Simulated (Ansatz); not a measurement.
**ErPd₃ (Pm-3m, No. 221)**

These are LDA (Ansatz, a first-principles code, PAW) values and carry that method's errors.

Run with plane-wave cutoff 500 eV, 14×14×14 k mesh, Fermi–Dirac smearing 0.1 eV, spin-polarised start, scalar-relativistic PAW data made under PBE.

Cell: relaxed at this level.

```
Property                            Result
---------------------------  -------------
equilibrium volume per atom  15.98 Å³/atom
lattice parameter a                3.998 Å
band gap                              none
```

Note: the magnetic order was assumed, not searched for or taken from measurement; the 4f shell is treated without U or exact exchange, so its levels and filling can be wrong.

Spin–orbit coupling is not included.

Computed values are for the static lattice.
